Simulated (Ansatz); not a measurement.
Given:

```yaml
crystal:
  lattice:
    - [4.28148, 0.00000, 0.00000]
    - [-2.14074, 3.70787, 0.00000]
    - [0.00000, 0.00000, 14.42343]
  atoms:
    - { symbol: Pb, position: [0.33333, 0.66667, 0.75000] }
    - { symbol: Pb, position: [0.66667, 0.33333, 0.25000] }
    - { symbol: I, position: [0.33333, 0.66667, 0.10683] }
    - { symbol: I, position: [0.66667, 0.33333, 0.60683] }
    - { symbol: I, position: [0.66667, 0.33333, 0.89317] }
    - { symbol: I, position: [0.33333, 0.66667, 0.39317] }
```

No spin polarisation.

Method: plane-wave PAW DFT at the PBE-D3(BJ) level (Ansatz, a first-principles code, 420 eV), no SOC, earlier PAW set. k-mesh 9×9×3 (Γ-centred); smearing 0.05 eV (Fermi–Dirac).

**Question.** Predict the valence-band top at Γ (three highest levels, from the VBM).

**Answer.** 0.00, -0.53, -0.53 eV.

**Question.** What width of the top valence band does the calculation give?

**Answer.** 0.99 eV.

Spin-orbit coupling, missing from the scalar runs, can matter with I and Pb. The levels and masses belong to the bands next to the band gap. Load acts through the strain it causes; cell and atoms are relaxed under it. No phonon test of stability was made. The cell was made from PbI₂ in the 2H-MoS2 type structure (space group P6_3/mmc, No. 194; a hypothetical phase, not in the database extracts checked) by this change: pressure 1.5 GPa.
